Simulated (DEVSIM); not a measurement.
Device: Schottky contact on n-type ZnO, at 300 K.

Layer 1 from the left is ZnO, thickness (μm) 0.650, Nd (cm⁻³) 3e17, τn (s) 7.7e-9, τp (s) 7.7e-9. Layer 2 from the left is ZnO, thickness (μm) 11.0, Nd (cm⁻³) 1.6e18, τn (s) 7.7e-9, τp (s) 7.7e-9.

Left contact: Schottky, work function 6.13 eV, emission velocity 4.8e6 cm/s. Right contact: ohmic. Voltage is applied to the left contact. Recombination: SRH at mid-gap, radiative, Auger. Mobility is μmin + (μ − μmin)/(1 + (N/Nref)^α).

Constants are typed, rounded textbook-type inputs, not results; the design itself was drawn at random and stands for no fabricated device. Values at 300 K.

ZnO: gap (eV) 3.37, affinity (eV) 4.5, permittivity 8.7, Nc (cm⁻³) 3.7e18, Nv (cm⁻³) 1.8e19, μn (cm²/Vs) 200, μp (cm²/Vs) 20, μn,min 20, μp,min 2, Nref,n 1e18, Nref,p 1e18, αn 0.6, αp 0.6, B (cm³/s) 1e-10, Cn (cm⁶/s) 1e-31, Cp (cm⁶/s) 1e-31.

Model (solved in DEVSIM): 1D drift-diffusion, Boltzmann statistics, complete ionisation; no tunnelling, impact ionisation, image-force lowering or self-heating. Metal contacts follow the ideal Schottky-Mott rule: no Fermi-level pinning, no interface dipoles.

Dark forward current:

| |V| (V) | |J| (A/cm²) |
|---|---|
| 0.50 | 2.699e-13 |
| 0.55 | 1.863e-12 |
| 0.60 | 1.286e-11 |
| 0.65 | 8.871e-11 |
| 0.70 | 6.119e-10 |
| 0.75 | 4.220e-9 |
| 0.80 | 2.909e-8 |
| 0.85 | 2.005e-7 |
| 0.90 | 1.381e-6 |
| 0.95 | 9.509e-6 |
| 1.00 | 6.542e-5 |
| 1.05 | 0.0004497 |
| 1.10 | 0.003089 |
| 1.15 | 0.02118 |
| 1.20 | 0.1449 |
| 1.25 | 0.9873 |
| 1.30 | 6.631 |
| 1.35 | 41.65 |
| 1.40 | 200.9 |
| 1.45 | 595.8 |
| 1.50 | 1186 |
| 1.55 | 1886 |
| 1.60 | 2649 |

Problem. Work out the local ideality factor n = ΔV / (kT/q · ln(J2/J1)) between the rows 0.50 and 0.55 V, 0.55 and 0.60 V, 1.55 and 1.60 V.

Solution. kT/q = 25.85 mV. From 0.50 to 0.55 V: ln(1.863e-12/2.699e-13) = 1.932, n = 1.00, near the 1 of diffusion or emission over a barrier. From 0.55 to 0.60 V: ln(1.286e-11/1.863e-12) = 1.932, n = 1.00, near the 1 of diffusion or emission over a barrier. From 1.55 to 1.60 V: ln(2649/1886) = 0.340, n = 5.69; the layers' resistance at their doping, Σ W/(qμN) = 5.4e-5 Ω cm², would take 41 mV of this step of 50 mV.

Problem. Estimate the current at 0.90 V for emission alone, J0 = q v N_band exp(−φB/kT), and read the barrier back from the simulated current.

Solution. φB = 1.630 eV, N_band = 3.70e18 cm⁻³, J0 = 1.17e-21 A/cm²; J = J0 (exp(qV/kT) − 1) = 1.55e-6 A/cm². The simulation gives 1.38e-6 A/cm²; the estimate lies 12 % above. Read backwards, the simulated current gives an apparent barrier of 1.633 eV. The estimate leaves out transport through the depletion region and minority injection.
